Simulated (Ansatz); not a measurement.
Functionals compared on the (311) surface of fcc Rh in its 1x1 cell, outermost plane spacing 1.15 Å in the ideal cut, in Ansatz (plane waves, PAW). The structure was relaxed with PBE; the other rows are single points on it, each with its references at the same level. Cutoff 420 eV (500 eV for r2SCAN).

Slab: 10 atoms, 10.4 Å thick at the start (thin: gaps and levels are the slab's own); k 14x9x1, smearing 0.1 eV, dipole-corrected; all atoms relaxed; held to the part of the start's symmetry that mesh and held atoms allow; no spin, no spin-orbit, no U. These notes are the PBE run's.

```
functional  surface energy (J/m²)  work function of the top face (eV)  rough cost of the single point
----------  ---------------------  ----------------------------------  ------------------------------
PBE                          2.45                                4.83                               –
LDA                          3.10                                5.21   around 3 core-minutes (rough)
PBEsol                       2.90                                4.94   around 3 core-minutes (rough)
RPBE                            …                                   …     very roughly 3 core-minutes
r2SCAN                       2.69                                4.82     very roughly 5 core-minutes
```

Q: Complete the blanks.

A: 
- RPBE, surface energy (J/m²): 2.18
- RPBE, work function of the top face (eV): 4.65

Ansatz is a program for electronic structure.
